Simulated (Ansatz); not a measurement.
The starting structures come from a database of crystals and need not be the phases stable at ambient conditions.

 Where the default PAW files enter, the runs use the earlier of Ansatz's two default sets.

Given:

```
GaAs
1.0
    3.99359     0.00000     0.00000
   -1.99680     3.45855     0.00000
    0.00000     0.00000     6.58611
Ga As
2 2
Direct
  0.33333   0.66667   0.99998
  0.66667   0.33333   0.49998
  0.33333   0.66667   0.37402
  0.66667   0.33333   0.87402
```

Space group of this cell: P6_3mc, wurtzite. The cell is taken as given.

The current runs along the normal of the first two printed vectors, the (001) plane. All runs by Ansatz (a quantum-chemistry and plane-wave program), plane waves and PAW, without spin-orbit coupling; the base is r2SCAN.

```
run                                                      mean pressure (GPa)    gap (eV)  mid-gap κ (1/Å)
-------------------------------------------------------  -------------------  ----------  ---------------
base                                                                     0.0        0.97            0.059
all lengths scaled by 0.98                                               5.0  (withheld)       (withheld)
all lengths scaled by 1.02                                              -3.7  (withheld)       (withheld)
lda in place of r2scan                                                  -2.4        0.25            0.022
lengths across the current scaled by 0.98, ions clamped                  3.2  (withheld)       (withheld)
lengths across the current scaled by 1.02, ions clamped                 -2.6        0.69            0.045
lengths along the current scaled by 0.97, ions clamped                   2.5        0.90            0.072
lengths along the current scaled by 1.03, ions clamped                  -1.9        0.65            0.045
pbesol in place of r2scan                                               -0.3        0.40            0.031
```

Q: Fill in the missing entries.

A: 
- all lengths scaled by 0.98, gap (eV): 1.25
- all lengths scaled by 0.98, mid-gap κ (1/Å): 0.080
- all lengths scaled by 1.02, gap (eV): 0.50
- all lengths scaled by 1.02, mid-gap κ (1/Å): 0.035
- lengths across the current scaled by 0.98, ions clamped, gap (eV): 1.22
- lengths across the current scaled by 0.98, ions clamped, mid-gap κ (1/Å): 0.069
